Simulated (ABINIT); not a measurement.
Band structure of NiAl (Pm-3m, 2 atoms in the cell).

```
NiAl
1.0
    2.89000     0.00000     0.00000
    0.00000     2.89000     0.00000
    0.00000     0.00000     2.89000
Al Ni
1 1
Direct
  0.50000   0.50000   0.50000
  0.00000   0.00000   0.00000
```

Method of the run: PBE, norm-conserving pseudopotentials (PseudoDojo nc-sr-05 PBE standard) (plane waves; ABINIT).

Settings: pseudos = [Al.upf, Ni.upf]; ecut = 1333 eV; occopt = 7; tsmear = 0.00499791 Ha; ngkpt = 9 9 9; nshiftk = 1; shiftk = 0 0 0; potentials = PseudoDojo nc-sr-05 PBE standard; kptopt = 1; nstep = 60; toldfe1 = 1e-09 Ha; ndtset = 2; getden2 = 1.

The starting cell has typed, rounded lattice constants, without a prior relaxation at this level. Spin polarisation is off.

Levels in eV from the Fermi level, bands 7 to 14:
| point | 7 | 8 | 9 | 10 | 11 | 12 | 13 | 14 |
|---|---|---|---|---|---|---|---|---|
| Γ | -3.19 | -1.52 | -1.52 | -1.52 | 5.45 | 5.45 | 5.45 | 8.09 |
| X | -2.72 | -2.22 | -2.22 | -1.44 | -0.64 | 8.26 | 9.96 | 9.96 |
| M | -2.88 | -2.88 | -2.05 | -2.05 | -1.00 | 1.45 | 2.43 | 12.14 |
| R | -4.06 | -0.98 | -0.98 | 1.99 | 1.99 | 1.99 | 3.60 | 4.40 |

Bands cross the Fermi level along this path, so the cell is metallic at this level.
